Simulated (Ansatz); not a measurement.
## PdCu3N (Pm-3m, No. 221, 5 atoms in the cell; start mp-1206517)

These are PBEsol (PAW; Ansatz, a program for electronic structure) values and carry that method's errors.

Numerical settings: plane-wave cutoff 520 eV, 14×14×14 k mesh, Fermi–Dirac smearing 0.05 eV, no spin polarisation, scalar-relativistic PAW data made under PBE.

Cell (relaxed at this level):

```cif
data_Cu3NPd
_chemical_formula_sum 'Cu3 Pd1 N1'
_space_group_name_H-M_alt 'P 1'
_space_group_IT_number 1
_cell_length_a 3.81997
_cell_length_b 3.81997
_cell_length_c 3.81997
_cell_angle_alpha 90.000
_cell_angle_beta 90.000
_cell_angle_gamma 90.000
loop_
_space_group_symop_operation_xyz
  'x, y, z'
loop_
_atom_site_label
_atom_site_type_symbol
_atom_site_fract_x
_atom_site_fract_y
_atom_site_fract_z
_atom_site_occupancy
Cu1 Cu 0.50000 0.00000 0.00000 1
Cu2 Cu 0.00000 0.50000 0.00000 1
Cu3 Cu 0.00000 0.00000 0.50000 1
Pd1 Pd 0.50000 0.50000 0.50000 1
N1 N 0.00000 0.00000 0.00000 1
```

| Property | Value |
|---|---|
| bulk modulus B0 | 192 GPa |

Note: the run has no spin polarisation, so it can have missed a magnetic state; the bulk modulus is −V dP/dV from two relaxed cells at ±2 % in volume; the relaxation could not lower the start's symmetry, so the cell can be a saddle point above a distorted one.

Computed values are for the static lattice.

Cost on a shared machine: roughly 120 core-seconds.

A start named mp-… is a Materials Project structure, which need not be a measured phase.
